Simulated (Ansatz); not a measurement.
The structure below was relaxed with r2SCAN (Ansatz, a quantum-chemistry and plane-wave program), spin-orbit coupling left out, earlier PAW set.

Space group Im-3m (No. 229); a = 1.802 Å, b = 1.802 Å, c = 1.802 Å, α = 90.00°, β = 90.00°, γ = 90.00°

```csv
atom,site,symmetry,x,y,z
H,2a,m-3m,0.0000,0.0000,0.0000
```

Write out a cell with all atoms.


```xyz
2
Lattice="1.8019 0.0000 0.0000 0.0000 1.8019 0.0000 0.0000 0.0000 1.8019" Properties=species:S:1:pos:R:3 pbc="T T T"
H      0.0000     0.0000     0.0000
H      0.9010     0.9010     0.9010
```
This is the conventional cell.

Whether these cells are dynamically stable was not tested. The cell was made from Li by this change: Li → H; the result is a model cell.
